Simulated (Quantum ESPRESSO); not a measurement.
Quantum ESPRESSO run on MgB2 (P6mm, 3 atoms in the cell): self-consistent single point.

Level of theory: PBEsol, PseudoDojo standard norm-conserving (PBESOL) pseudopotentials (plane waves; Quantum ESPRESSO).

The change in words: lattice scaled by 0.98; K_POINTS: automatic 8 8 7 0 0 0 → automatic 11 11 8 0 0 0. Reference geometry:
```yaml
crystal:
  lattice:
    - [3.10545, 0.00000, 0.00000]
    - [-1.55272, 2.68940, 0.00000]
    - [0.00000, 0.00000, 3.53760]
  atoms:
    - { symbol: Mg, position: [0.00000, 0.00000, 0.01413] }
    - { symbol: B, position: [0.33333, 0.66667, 0.50000] }
    - { symbol: B, position: [0.66667, 0.33333, 0.50000] }
```

Reference input (self-consistent single point, DFT, PBEsol, plane waves, PseudoDojo standard norm-conserving (PBESOL) pseudopotentials): ecutwfc = 85 Ry; occupations = smearing; smearing = fd; degauss = 0.0073499 Ry; potentials = {Mg: Mg.upf, B: B.upf}; K_POINTS = automatic 8 8 7 0 0 0; conv_thr = 1e-10 Ry; mixing_beta = 0.5. This run's input differs from it in these lines:

```diff
@@ -11,4 +11,4 @@
   ibrav = 4
-  celldm(1) = 5.86845044
-  celldm(3) = 1.1391584893
+  celldm(1) = 5.75108047
+  celldm(3) = 1.1391586807
   nat = 3
@@ -28,7 +28,7 @@
 ATOMIC_POSITIONS {angstrom}
-Mg    0.00000000    0.00000000    0.05000044
-B     0.00000000    1.79293253    1.76880000
-B     1.55272512    0.89646627    1.76880000
+Mg    0.00000000    0.00000000    0.04900043
+B     0.00000000    1.75707358    1.73342400
+B     1.52167036    0.87853679    1.73342400
 K_POINTS {automatic}
-8 8 7  0 0 0
+11 11 8  0 0 0
```

Log, with long lists cut:

```
     Self-consistent Calculation

     iteration #  1     ecut=    85.00 Ry     beta= 0.50

---- Real-time Memory Report at c_bands before calling an iterative solver
            87 MiB given to the printing process from OS
            55 MiB allocation reported by mallinfo(arena+hblkhd)
------------------

     total energy              =    -130.32765121 Ry
     estimated scf accuracy    <       0.31967362 Ry

     iteration #  2     ecut=    85.00 Ry     beta= 0.50

---- Real-time Memory Report at c_bands before calling an iterative solver
            93 MiB given to the printing process from OS
   [... lines left out ...]

---- Real-time Memory Report at c_bands before calling an iterative solver
           101 MiB given to the printing process from OS
            67 MiB allocation reported by mallinfo(arena+hblkhd)
------------------

     total energy              =    -130.38631565 Ry
     estimated scf accuracy    <          2.5E-10 Ry

     iteration # 10     ecut=    85.00 Ry     beta= 0.50

---- Real-time Memory Report at c_bands before calling an iterative solver
           101 MiB given to the printing process from OS
            67 MiB allocation reported by mallinfo(arena+hblkhd)
------------------
     End of self-consistent calculation

     the Fermi energy is     9.5773 ev

!    total energy              =    -130.38631565 Ry
     estimated scf accuracy    <          7.3E-12 Ry
     smearing contrib. (-TS)   =      -0.00136566 Ry
     internal energy E=F+TS    =    -130.38494999 Ry

     convergence has been achieved in  10 iterations

     Forces acting on atoms (cartesian axes, Ry/au):

     atom    1 type  1   force =     0.00000000    0.00000000   -0.01472973
     atom    2 type  2   force =     0.00000000    0.00000000    0.00736487
     atom    3 type  2   force =    -0.00000000   -0.00000000    0.00736487

     Total force =     0.018040     Total SCF correction =     0.000001

          total   stress  (Ry/bohr**3)                   (kbar)     P=       40.51
   0.00028507   0.00000000   0.00000000           41.93        0.00        0.00
   0.00000000   0.00028507  -0.00000000            0.00       41.93       -0.00
   0.00000000  -0.00000000   0.00025599            0.00       -0.00       37.66

   JOB DONE.
```

The run converged in 10 iterations. Against the reference run the free energy drops by 4.2 meV/atom, the pressure goes from -5.04 to 4.05 GPa and the largest force goes from 0.301 to 0.379 eV/Å.

The starting cell has typed, rounded lattice constants, without a prior relaxation at this level. Its lattice was rescaled by up to half a per cent. One atom was moved a little off its site on purpose. For this run, on top of that: lattice scaled by 0.98. With a pressure of about 4 GPa the cell is away from its equilibrium volume at this level.
